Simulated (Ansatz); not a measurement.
Start from TaSi₂ (space group P6_222, No. 180; a = 4.776 Å, c = 6.563 Å).

The values are results of DFT with r2SCAN, PAW potentials and a 500 eV plane-wave cutoff in Ansatz (a first-principles code), no spin-orbit coupling, not measurements.

For the base:

| Property | Value |
|---|---|
| Lattice parameter a | 4.776 Å |

Now apply this change: cell and atoms relaxed at a pressure of 3 GPa.

Task: Predict the new lattice parameter a.

Result: The lattice parameter a decreases by 0.026 Å, from 4.776 Å to 4.750 Å.

Load acts through the strain it causes; cell and atoms are relaxed under it. Whether these cells are dynamically stable was not tested. The final runs are not spin-polarised. An odd electron count without spin: TaSi2.
